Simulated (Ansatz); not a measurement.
For GaSb (model structure, started from the rocksalt type, Fm-3m, No. 225, 2 atoms in the cell), LDA in Ansatz (PAW) gives:

| Property | Value |
|---|---|
| equilibrium lattice constant a | 5.647 Å |
| cohesive energy | 3.52 eV/atom |

Q: What does r²SCAN+rVV10 in Ansatz (plane waves, PAW) give for the same quantities?

A: 
- lattice constant a: 5.713 Å (increases by 1.2 %)
- cohesive energy: 2.87 eV/atom (falls by 0.65 eV/atom)

Changes are worked out from the printed values.

Unless a cell is named, each level is at its own relaxed cell (LDA 22.51, r²SCAN+rVV10 23.31 Å³/atom).

Levels without +SOC leave out spin–orbit coupling, which shifts energies and cells of such heavy elements.

Ansatz's density-functional and Hartree–Fock values are scalar-relativistic unless marked +SOC, with PAW data made under PBE.

A model structure was made by putting elements into a prototype or built by hand; it is no filed structure, need not be a known phase, and can be a saddle point held by its symmetry.

Ansatz is a first-principles code.
